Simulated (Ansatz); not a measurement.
Consider SrTiO3 in the cubic perovskite structure (space group Pm-3m, No. 221).

```xyz
5
Lattice="3.8542 0.0000 0.0000 0.0000 3.8542 0.0000 0.0000 0.0000 3.8542" Properties=species:S:1:pos:R:3 pbc="T T T"
Sr     0.0000     0.0000     0.0000
Ti     1.9271     1.9271     1.9271
O      1.9271     0.0000     1.9271
O      0.0000     1.9271     1.9271
O      1.9271     1.9271     0.0000
```

Cartesian axes are those of the cell as printed.

The values are results of LDA in Ansatz (plane waves to 420 eV, PAW, no spin-orbit coupling), not measurements.

Strains are applied to the cell and any free atomic positions relax.

One change was made to it. Results:

The smallest direct gap decreases by 0.02 eV to 2.15 eV; the energy increases by 1.9 meV/atom; the band gap drops by 0.05 eV to 1.80 eV.

### Question
What was done to the base?
(A) uniaxial strain ε_zz = +0.60 %
(B) uniaxial strain ε_zz = +1.80 %
(C) uniaxial strain ε_zz = +1.20 %
(D) uniaxial strain ε_zz = +3.00 %

### Answer
C, uniaxial strain ε_zz = +1.20 %. For comparison, the energy relative to the base in the other runs: uniaxial strain ε_zz = +1.80 % gives +4.1 meV/atom; uniaxial strain ε_zz = +3.00 % gives +11 meV/atom; uniaxial strain ε_zz = +0.60 % gives +0.4 meV/atom.

No phonon test of stability was made. The final runs are not spin-polarised. Many cubic perovskites are stable only at high temperature; tilts and polar distortions were not tested.

Ansatz is a program for electronic structure.
